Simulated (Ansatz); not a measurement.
The starting structures come from a database of crystals and need not be the phases stable at ambient conditions.

Input:

```
CELL_PARAMETERS angstrom
      3.85213     0.00000     0.00000
      0.00000    11.92522     0.00000
      0.00000     0.00000     5.57269
ATOMIC_POSITIONS crystal
  Pb 0.75000 0.86418 0.89103
  Pb 0.25000 0.13582 0.10897
  Pb 0.25000 0.36418 0.60897
  Pb 0.75000 0.63582 0.39103
  C  0.75000 0.10274 0.61935
  C  0.25000 0.89726 0.38065
  C  0.25000 0.60274 0.88065
  C  0.75000 0.39726 0.11935
  N  0.25000 0.56130 0.67478
  N  0.75000 0.43870 0.32522
  N  0.75000 0.06130 0.82522
  N  0.25000 0.93870 0.17478
  N  0.25000 0.64906 0.07628
  N  0.75000 0.35094 0.92372
  N  0.75000 0.14906 0.42372
  N  0.25000 0.85094 0.57628
```

Space group of this cell: Pnma. The cell was relaxed by PBE-D3(BJ); by r2SCAN its mean pressure is -1.5 GPa.

Transport runs along the normal of the first two printed cell vectors.

No gap correction and no spin-orbit coupling; mid-gap values are interpolated between computed energies.

Q: Give the band gap and the smallest decay constant κ at mid-gap that r2SCAN (Ansatz, a first-principles code) yields.

A: Gap 1.96 eV on a 8×4×6 mesh; κ = 0.215 1/Å, at (0.500, 0.000) of the in-plane reciprocal vectors. At the zone centre, at the nearest computed energy, the slowest state has κ = 0.34 1/Å.
